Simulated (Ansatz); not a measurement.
# CdTe, response to strain

Take CdTe in the zinc blende structure (space group F-43m, No. 216; a = 6.5578 Å) as the base.

Strains are applied to the cell and any free atomic positions relax.

Computed with r2SCAN, PAW, 500 eV (Ansatz, a program for electronic structure; scalar-relativistic without spin-orbit coupling).

```
change                      electron mass  volume per atom  band gap  pressure
------------------------  ---------------  ---------------  --------  --------
base                      0.090 mₑ (at Γ)         35.25 Å³   1.17 eV  0.00 GPa
isotropic strain −3.00 %   0.10 mₑ (at Γ)         32.17 Å³         ?         ?
isotropic strain −2.50 %   0.10 mₑ (at Γ)         32.67 Å³   1.41 eV  3.65 GPa
isotropic strain −2.00 %  0.098 mₑ (at Γ)         33.18 Å³   1.36 eV  2.81 GPa
isotropic strain −1.50 %  0.096 mₑ (at Γ)         33.69 Å³   1.31 eV  2.03 GPa
isotropic strain −1.00 %  0.094 mₑ (at Γ)         34.20 Å³   1.26 eV  1.30 GPa
isotropic strain −0.50 %  0.092 mₑ (at Γ)         34.73 Å³   1.21 eV  0.62 GPa
```

Q: Fill in the withheld entries from the trend.

A: 
- isotropic strain −3.00 %, band gap: 1.46 eV
- isotropic strain −3.00 %, pressure: 4.55 GPa

Spin-orbit coupling, missing from the scalar runs, can matter with Te. Effective masses come from finite differences of ±0.01 Å⁻¹. Stability against distortions was not tested.
